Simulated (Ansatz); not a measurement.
**Effect of x(Rb) = 0.375, 8 atoms, Pmm2 on Y**

Start from Y in the hcp (Mg type) structure (space group P6_3/mmc, No. 194; a = 3.683 Å, c = 5.698 Å).

The other end (x = 1) is Rb in the hcp (Mg type) structure (space group P6_3/mmc, No. 194; a model cell, its experimental status unchecked): 95.54 Å³/atom, gap zero; this end may not be an ambient phase.

One thing is altered: a fraction x = 0.375 of the Y sites is given to Rb, ordered in a cell of 8 atoms (starting symmetry Pmm2) and fully relaxed.

Level of theory: r2SCAN (Ansatz, a program for electronic structure; PAW; 500 eV plane waves; no spin-orbit coupling). Settings: 7×6×7 k-points, 0.05 eV Fermi–Dirac smearing, for the changed cell.

- Volume per atom = 42.16 Å³ (base 33.46 Å³)
- Shortest interatomic distance = 3.425 Å (base 3.555 Å)
- Band gap = zero (base zero)
- Mixing energy = +0.65 eV/atom (to 0.01 eV only: unlike meshes or grids) (against an end that may be hypothetical)
- Deviation of the volume from the linear (Vegard-type) interpolation = -25.7 %

Final structure:

```
CELL_PARAMETERS angstrom
      6.66033     0.00000     0.00000
      0.00000     7.54006     0.00000
      0.00000     0.00000     6.71604
ATOMIC_POSITIONS crystal
  Y  0.00000 0.77290 0.31912
  Y  0.00000 0.22710 0.31912
  Y  0.00000 0.50000 0.85378
  Y  0.00000 0.00000 0.87154
  Rb 0.50000 0.50000 0.17443
  Y  0.50000 0.00000 0.14984
  Rb 0.50000 0.24954 0.65609
  Rb 0.50000 0.75046 0.65609
```

Each cell is one ordered arrangement of few atoms, which overstates ordering effects compared with a random alloy. No phonon test of stability was made. The final runs are not spin-polarised. Rb3Y5 has a high density of states at the Fermi level and may be magnetic at this level. This is not the structure that Rb has at room temperature and ambient pressure.
